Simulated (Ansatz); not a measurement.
**Hypothetical Pm-3n GaN, pressure series**

Consider GaN (space group Pm-3n, No. 223; a = 5.513 Å; a hypothetical phase, not in the database extracts checked).

Cell and atoms are relaxed at each pressure.

Level of theory: DFT with PBEsol, PAW potentials and a 420 eV plane-wave cutoff in Ansatz (a first-principles code), scalar-relativistic without spin-orbit coupling.

| pressure (GPa) | volume per atom (Å³/atom) |
|---|---|
| -2 | 14.159 |
| -1 | 14.060 |
| 0 | 13.964 |
| 0.3 | ? |
| 0.7 | 13.901 |
| 3 | 13.698 |
| 5 | 13.534 |
| 7.5 | 13.343 |
| 10 | 13.166 |

Fit the third-order Birch–Murnaghan form P(V) = (3B₀/2)[(V₀/V)^(7/3) − (V₀/V)^(5/3)]·[1 + (3/4)(B₀′ − 4)((V₀/V)^(2/3) − 1)] (squares taken in P) to the rows shown and predict the withheld row.

Least squares on the printed values gives V₀ = 13.965 Å³/atom, B₀ = 149 GPa, B₀′ = 4.4; this predicts 13.937 Å³/atom, and the run gives 13.937 Å³/atom, in agreement.

Load acts through the strain it causes; cell and atoms are relaxed under it. Whether these cells are dynamically stable was not tested. No other phases were tried under pressure.
